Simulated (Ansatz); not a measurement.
Consider the following.

End structure of a constructed model of the (111)A surface of zinc-blende CdTe, Cd-terminated, 2x2 Te adatom at H3 (bottom of the slab: 2 H on 4 bottom sites):

```yaml
crystal:
  lattice:
    - [9.36209, 0.00000, 0.00000]
    - [-4.68105, 8.10781, 0.00000]
    - [0.00000, 0.00000, 31.50000]
  atoms:
    - { symbol: Te, position: [0.99763, 0.00345, 0.32416] }
    - { symbol: Te, position: [0.50209, 0.99791, 0.30333] }
    - { symbol: Te, position: [0.00206, 0.49794, 0.30391] }
    - { symbol: Te, position: [0.49655, 0.50237, 0.32416] }
    - { symbol: Cd, position: [0.35003, 0.14997, 0.34368] }
    - { symbol: Cd, position: [0.81196, 0.18663, 0.34362] }
    - { symbol: Cd, position: [0.31337, 0.68804, 0.34362] }
    - { symbol: Cd, position: [0.84872, 0.65128, 0.34285] }
    - { symbol: Te, position: [0.33333, 0.16667, 0.43439] }
    - { symbol: Te, position: [0.83333, 0.16667, 0.43439] }
    - { symbol: Te, position: [0.33333, 0.66667, 0.43439] }
    - { symbol: Te, position: [0.83333, 0.66667, 0.43439] }
    - { symbol: Cd, position: [0.16667, 0.33333, 0.46473] }
    - { symbol: Cd, position: [0.66667, 0.33333, 0.46473] }
    - { symbol: Cd, position: [0.16667, 0.83333, 0.46473] }
    - { symbol: Cd, position: [0.66667, 0.83333, 0.46473] }
    - { symbol: Te, position: [0.16697, 0.33303, 0.55405] }
    - { symbol: Te, position: [0.65942, 0.31888, 0.55639] }
    - { symbol: Te, position: [0.18112, 0.84058, 0.55639] }
    - { symbol: Te, position: [0.65957, 0.84043, 0.55628] }
    - { symbol: Cd, position: [0.99768, 0.99516, 0.58079] }
    - { symbol: Cd, position: [0.49988, 0.00012, 0.60192] }
    - { symbol: Cd, position: [0.99785, 0.50215, 0.58053] }
    - { symbol: Cd, position: [0.50484, 0.50232, 0.58079] }
    - { symbol: Te, position: [0.00145, 0.00302, 0.67129] }
    - { symbol: Te, position: [0.49999, 0.00001, 0.69672] }
    - { symbol: Te, position: [0.00182, 0.49818, 0.67107] }
    - { symbol: Te, position: [0.49698, 0.49855, 0.67129] }
    - { symbol: Cd, position: [0.31421, 0.18579, 0.71497] }
    - { symbol: Cd, position: [0.87146, 0.18579, 0.71500] }
    - { symbol: Cd, position: [0.31421, 0.62854, 0.71500] }
    - { symbol: Cd, position: [0.83359, 0.66641, 0.67861] }
    - { symbol: H, position: [0.00298, 0.99564, 0.27109] }
    - { symbol: H, position: [0.50436, 0.49702, 0.27109] }
    - { symbol: Te, position: [0.16663, 0.33337, 0.77014] }
```

Slab: 35 atoms, 15.3 Å thick at the start with caps and adatoms; k 3x3x1, smearing 0.025 eV, dipole-corrected; 8 atoms held, the rest relaxed; symmetry of the start imposed; no spin, no spin-orbit, no U. In PBE it is, or lies within 0.01 eV a 1x1 cell of, the lowest of the 3 structures of its composition computed so far; subsurface sites and larger cells were not tried.

Q: What is the computed highest filled level below the top vacuum level (PBE in Ansatz, a quantum-chemistry and plane-wave program)?

A: 5.26 eV

Q: What gap of the slab on its k-mesh does PBE give?

A: 0.79 eV
